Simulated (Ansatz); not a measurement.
BaHfS3 (Pnma, No. 62; cell taken from a computed entry), treated with LDA (PAW; Ansatz, a first-principles code).

Run with plane-wave cutoff 520 eV, 6×4×6 k mesh (along the axes of the cell as run), Fermi–Dirac smearing 0.01 eV, scalar-relativistic PAW data made under PBE.

Cell (relaxed with PBEsol):

BaHfS3 is taken in the orthorhombic space group Pnma (No. 62), Pearson symbol oP20. Conventional cell: a = 7.0078 Å, b = 9.8569 Å, c = 6.9076 Å, α = 90.00°, β = 90.00°, γ = 90.00°. Ba on 4c is coordinated by 12 S at 3.120–4.212 Å. Hf on 4b has 6 S at 2.502–2.517 Å (octahedral). S1 on 4c is coordinated by 2 Hf at 2.502 Å and 2 Ba at 3.120–3.167 Å and 2 Ba at 3.829–3.914 Å. S2 on 8d is coordinated by 2 Hf at 2.507–2.517 Å and 1 Ba at 3.132 Å and 2 Ba at 3.335–3.371 Å and 1 Ba at 4.212 Å. (Neighbours: up to the widest gap in distance over summed covalent radii, below 1.35, at either atom; cation-cation and far metal-metal contacts left out.)

Estimate the band gap that the calculation returns.


- band gap = 1.04 eV

Note: cell and atoms aren't relaxed at this level (largest force component 0.03 eV/Å, pressure -2.2 GPa).

Spin–orbit coupling is not included.

Computed values are for the static lattice.

Computing time: about 18 core-minutes (a rough figure).
